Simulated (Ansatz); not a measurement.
Data:

```
CELL_PARAMETERS angstrom
      0.00000     2.52188     2.44622
      2.52188     0.00000     2.44622
      2.52188     2.52188     0.00000
ATOMIC_POSITIONS crystal
  Hf 0.00000 0.00000 0.00000
  O  0.25000 0.25000 0.25000
  O  0.75000 0.75000 0.75000
```

No spin polarisation.

Level of theory: plane-wave PAW DFT at the PBEsol level (Ansatz, a quantum-chemistry and plane-wave program, 420 eV), no spin-orbit coupling. k-mesh 11×11×11 (Γ-centred); smearing 0.05 eV (Fermi–Dirac).

Q: Estimate the band gap.

A: 3.45 eV.

Q: Predict the stress (xx, yy, zz, yz, xz, xy; compression positive).

A: (3.70, 3.70, 18.49, 0.00, 0.00, 0.00) GPa.

Q: What gap character does the calculation give?

A: Indirect, M → Γ.

Q: What is the computed smallest direct gap?

A: 3.51 eV.

With Hf present, leaving out spin-orbit coupling can change the band edges. The cells carry an imposed strain or load. Whether these cells are dynamically stable was not tested. The cell was made from HfO2 in the fluorite structure (space group Fm-3m, No. 225) by this change: uniaxial strain ε_zz = −3.00 %. This is not the structure that HfO2 has at room temperature and ambient pressure.
